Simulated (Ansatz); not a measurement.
Results of r²SCAN+rVV10 (Ansatz, a quantum-chemistry and plane-wave program, PAW) for ZnO (model structure, started from the NiAs type, P6₃/mmc, No. 194, 4 atoms in the cell).

Run with plane-wave cutoff 560 eV, 12×12×8 k mesh (along the axes of the cell as run), Fermi–Dirac smearing 0.01 eV, scalar-relativistic PAW data made under PBE.

Cell (relaxed at this level):

Space group P6₃/mmc (No. 194); a = b = 2.966 Å, c = 5.114 Å, α = β = 90.00°, γ = 120.00°

```
atom  site  symmetry       x       y       z
----  ----  --------  ------  ------  ------
Zn      2a      -3m.  0.0000  0.0000  0.0000
O       2c      -6m2  0.3333  0.6667  0.2500
```

Q: Estimate the band gap that the calculation returns.

A: 
band gap: 1.37 eV (on the SCF k mesh)

Note: the relaxation could raise the start's symmetry but not lower it, so the cell can be a saddle point.

The result took about 70 core-seconds (a rough figure).

A model structure was made by putting elements into a prototype or built by hand; it is no filed structure, need not be a known phase, and can be a saddle point held by its symmetry.
